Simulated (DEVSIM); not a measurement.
## abrupt Si p-n junction

System: abrupt Si p-n junction, at 300 K.

| layer (left to right) | material | thickness (μm) | Nd (cm⁻³) | Na (cm⁻³) | τn (s) | τp (s) |
|---|---|---|---|---|---|---|
| 1 | Si | 1.50 | - | 1e15 | 5.8e-6 | 5.8e-6 |
| 2 | Si | 3.10 | 1.4e15 | - | 5.8e-6 | 5.8e-6 |

Left contact: ohmic. Right contact: ohmic. Voltage is applied to the left contact. Recombination: SRH at mid-gap, radiative. Mobility is constant in doping.

Constants are typed, rounded textbook-type inputs, not results; the design itself was drawn at random and stands for no fabricated device. Values at 300 K.

```tsv
parameter	Si
gap (eV)	1.124
affinity (eV)	4.05
permittivity	11.7
Nc (cm⁻³)	2.86e19
Nv (cm⁻³)	3.1e19
μn (cm²/Vs)	1417
μp (cm²/Vs)	470
B (cm³/s)	4.7e-15
```

Simulated with DEVSIM: 1D drift-diffusion, Boltzmann statistics, complete ionisation; no tunnelling, impact ionisation, image-force lowering or self-heating.

```
Item                                               Value
---------------------------------------------  ---------
Potential step across the device at zero bias    0.600 V
Largest field in the device at zero bias       9900 V/cm
Dark forward voltage at 1 A/cm²                  0.492 V
Dark forward voltage at 100 A/cm²                0.695 V
```

Dark reverse current:

| V (V) | J (A/cm²) |
|---|---|
| -0.10 | -1.1e-8 |
| -0.25 | -1.4e-8 |
| -0.50 | -1.9e-8 |
| -0.75 | -2.3e-8 |
| -1.00 | -2.9e-8 |
| -1.50 | -4.1e-8 |
| -2.00 | -6.0e-8 |
| -2.50 | -8.8e-8 |
| -3.25 | -1.4e-7 |
| -4.00 | -2.1e-7 |
| -5.00 | -3.0e-7 |

Dark forward current:

```tsv
V (V)	J (A/cm²)
0.05	5.2e-8
0.15	2.6e-6
0.25	0.00011
0.35	0.0051
0.50	1.4
0.60	24
0.70	110
0.80	260
0.90	470
1.00	720
1.15	1200
1.25	1500
1.35	1800
1.45	2100
```
